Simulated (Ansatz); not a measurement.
SiC (P6₃mc, No. 186, 12 atoms in the cell; start mp-7631): properties by level of theory

| level (code) | lattice parameter a (Å) | lattice parameter c (Å) |
|---|---|---|
| LDA (Ansatz) | 3.059 | 15.011 |
| r²SCAN-D4 (Ansatz) | 3.072 | 15.073 |
| r²SCAN+rVV10 (Ansatz) | 3.076 | 15.092 |

Caveats: the relaxation could not lower the start's symmetry, so the cell can be a saddle point above a distorted one (LDA, r²SCAN-D4, r²SCAN+rVV10). Ansatz's density-functional and Hartree–Fock values are scalar-relativistic unless marked +SOC, with PAW data made under PBE.

Static lattice: no zero-point or thermal effects.

A start named mp-… is a Materials Project structure, which need not be a measured phase.

Ansatz is a program for electronic structure.
